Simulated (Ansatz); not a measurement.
## HfN: response to strain

The parent structure is HfN in the rock salt structure (space group Fm-3m, No. 225; a = 4.468 Å; relaxed with 0.1 eV smearing). Axes: x, y, z lie along the cube axes.

Strains are applied to the cell and any free atomic positions relax.

Computed with LDA (Ansatz, a first-principles code, PAW, scalar-relativistic without spin-orbit coupling).

Notes on the quantities. pressure: mean of the normal stresses, compression positive; energy relative to the base: free energy F.

```json
[
 {"variant": "base", "pressure": "0.0 GPa", "energy relative to the base": "0 meV/atom", "volume per atom": "11.15 Å³"},
 {"variant": "uniaxial strain ε_zz = −3.00 %", "pressure": "10.5 GPa", "energy relative to the base": "+24 meV/atom", "volume per atom": "10.82 Å³"},
 {"variant": "uniaxial strain ε_zz = −2.00 %", "pressure": "6.7 GPa", "energy relative to the base": "+10 meV/atom", "volume per atom": "10.93 Å³"},
 {"variant": "uniaxial strain ε_zz = −1.50 %", "pressure": "4.9 GPa", "energy relative to the base": "+5.6 meV/atom", "volume per atom": "10.98 Å³"},
 {"variant": "uniaxial strain ε_zz = −1.00 %", "pressure": "3.2 GPa", "energy relative to the base": "+2.4 meV/atom", "volume per atom": "11.04 Å³"},
 {"variant": "uniaxial strain ε_zz = −0.50 %", "pressure": "1.5 GPa", "energy relative to the base": "+0.6 meV/atom", "volume per atom": "11.10 Å³"},
 {"variant": "uniaxial strain ε_zz = +1.00 %", "pressure": "-2.9 GPa", "energy relative to the base": "+2.3 meV/atom", "volume per atom": "11.26 Å³"},
 {"variant": "uniaxial strain ε_zz = +1.50 %", "pressure": "-4.2 GPa", "energy relative to the base": "+5.0 meV/atom", "volume per atom": "11.32 Å³"},
 {"variant": "uniaxial strain ε_zz = +2.50 %", "pressure": "-6.7 GPa", "energy relative to the base": "+13 meV/atom", "volume per atom": "11.43 Å³"},
 {"variant": "uniaxial strain ε_zz = +3.00 %", "pressure": "-7.8 GPa", "energy relative to the base": "+19 meV/atom", "volume per atom": "11.49 Å³"}
]
```

No phonon test of stability was made. All final runs are without spin polarisation. An odd electron count without spin: HfN.
